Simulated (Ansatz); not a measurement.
Start from ZnGeP2 in the chalcopyrite structure (space group I-42d, No. 122; a = 5.424 Å, c = 10.710 Å). Axes: x, y, z lie along a, b, c of the conventional cell.

Method: PBEsol (Ansatz, a quantum-chemistry and plane-wave program), without spin-orbit coupling.

Strains are applied to the cell and any free atomic positions relax.

One change was made to it. Results:

| quantity | base | after |
|---|---|---|
| pressure (mean of the normal stresses, compression positive) | 0.00 GPa | -2.32 GPa |
| energy relative to the base (free energy F) | 0 meV/atom | +7.0 meV/atom |

Task: Which change produced these results?
A. uniaxial strain ε_zz = +2.25 %
B. uniaxial strain ε_zz = +1.50 %
C. uniaxial strain ε_zz = +0.75 %
D. uniaxial strain ε_zz = +3.00 %

Result: D, uniaxial strain ε_zz = +3.00 %. For comparison, the energy relative to the base in the other runs: uniaxial strain ε_zz = +1.50 % gives +1.8 meV/atom; uniaxial strain ε_zz = +2.25 % gives +4.0 meV/atom; uniaxial strain ε_zz = +0.75 % gives +0.4 meV/atom.

Whether these cells are dynamically stable was not tested.
